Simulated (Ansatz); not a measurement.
Density of states of ZnS (F-43m) below the valence band maximum, r2SCAN with spin-orbit coupling, rigid bands (Ansatz, a program for electronic structure); cell volume 38.4 Å³.

(energy from edge (eV), 10⁻³ states/eV/cell): (0.006, 28.6); (0.031, 90.8); (0.056, 158); (0.081, 211); (0.106, 253); (0.131, 289); (0.156, 321); (0.181, 352); (0.206, 382); (0.231, 410); (0.256, 437); (0.281, 464); (0.319, 504); (0.344, 530); (0.369, 557); (0.394, 583); (0.419, 609); (0.444, 635); (0.469, 662); (0.494, 689); (0.519, 717); (0.544, 746); (0.569, 777); (0.594, 805)

**Question.** What effective density of states at 300 K does this give (∫ g(E) exp(−E/k_BT) dE, both spins, divided by the cell's size)?

**Answer.** 5.2e19 cm⁻³, a density-of-states mass of 1.62 mₑ, valleys and band degeneracy included.

Geometry: cell and atoms relaxed with PBEsol.
